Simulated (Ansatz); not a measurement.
# A computed series for KBr: response to strain

Take KBr in the rock salt structure (space group Fm-3m, No. 225; a = 6.5491 Å) as the base.

Strains are applied to the cell and any free atomic positions relax.

Level of theory: PBEsol (Ansatz, an electronic-structure program), spin-orbit coupling left out.

Candidates:
(a) isotropic strain +1.50 %
(b) isotropic strain −1.50 %
(c) isotropic strain −1.00 %

For the base:

- Band gap = 4.34 eV

Problem. Order them by band gap, highest first.

Solution. (b) isotropic strain −1.50 % (4.46 eV), (c) isotropic strain −1.00 % (4.42 eV), (a) isotropic strain +1.50 % (4.23 eV)

Whether these cells are dynamically stable was not tested.
